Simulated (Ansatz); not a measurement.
AlP (F-43m) under hydrostatic pressure (compression positive): hole conductivity mass by PBE with spin-orbit coupling, rigid bands (plane waves, PAW; Ansatz, a first-principles code). The unloaded cell, whose axes the loads refer to:

```
CELL_PARAMETERS angstrom
      0.00000     2.73522     2.73522
      2.73522     0.00000     2.73522
      2.73522     2.73522     0.00000
ATOMIC_POSITIONS crystal
  Al 0.00000 0.00000 0.00000
  P  0.25000 0.25000 0.25000
```

| hydrostatic pressure (compression positive) (GPa) | volume per atom (Å³) | hole conductivity mass (mₑ) |
|---|---|---|
| -4.2 | 21.60 | 0.719 |
| -2.8 | 21.18 | 0.712 |
| -1.4 | 20.81 | 0.706 |
| 0 | 20.46 | ? |
| 1.4 | 20.15 | 0.696 |
| 2.8 | 19.85 | 0.691 |
| 5.6 | 19.33 | 0.682 |
| 8.4 | 18.86 | 0.675 |

Question: Fit a straight line to ln(hole conductivity mass) against the load over the rows given, and predict the row at 0 GPa.

Answer: The means are x̄ = 1.400 GPa and ȳ = -0.3608; Σ(x − x̄)(y − ȳ) = -0.6274 and Σ(x − x̄)² = 125.4, so the slope is -0.500 % per GPa, and the rows given lie within 0.29 % of the line. At 0 GPa the line gives 0.702 mₑ; the calculation gives 0.701 mₑ, 0.15 % from it.

Masses are for dilute carriers at 300 K, harmonic means over directions unless an axis is named. Stresses and pressures are the targets of the relaxation. The structure type is held at every load. Geometry: cell and atoms relaxed with PBEsol.
